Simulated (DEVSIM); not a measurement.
Structure: Schottky contact on p-type Si, at 300 K.

Layer 1 from the left is Si, thickness (μm) 17.0, Na (cm⁻³) 1.2e17, τn (s) 7.1e-6, τp (s) 7.1e-6. Layer 2 from the left is Si, thickness (μm) 38.0, Na (cm⁻³) 2.9e18, τn (s) 7.1e-6, τp (s) 7.1e-6.

Left contact: Schottky, work function 4.254 eV, emission velocity 1.1e7 cm/s. Right contact: ohmic. Voltage is applied to the left contact. Recombination: SRH at mid-gap, radiative, Auger. Mobility is constant in doping.

This is a model device: material constants are rounded textbook-type values typed into the input, and sizes, dopings and lifetimes were drawn at random. Values at 300 K.

Si: gap (eV) 1.124, affinity (eV) 4.05, permittivity 11.7, Nc (cm⁻³) 2.86e19, Nv (cm⁻³) 3.1e19, μn (cm²/Vs) 1417, μp (cm²/Vs) 470, B (cm³/s) 4.7e-15, Cn (cm⁶/s) 2.8e-31, Cp (cm⁶/s) 9.9e-32.

DEVSIM, 1D drift-diffusion, Boltzmann statistics, complete ionisation; no tunnelling, impact ionisation, image-force lowering or self-heating. Metal contacts follow the ideal Schottky-Mott rule: no Fermi-level pinning, no interface dipoles.

### Question
What does the simulation give for the dark forward voltage at 100 A/cm², the potential step across the device at zero bias, the dark forward voltage at 1 A/cm²?

### Answer
dark forward voltage at 100 A/cm² 0.608 V; potential step across the device at zero bias 0.859 V; dark forward voltage at 1 A/cm² 0.465 V.
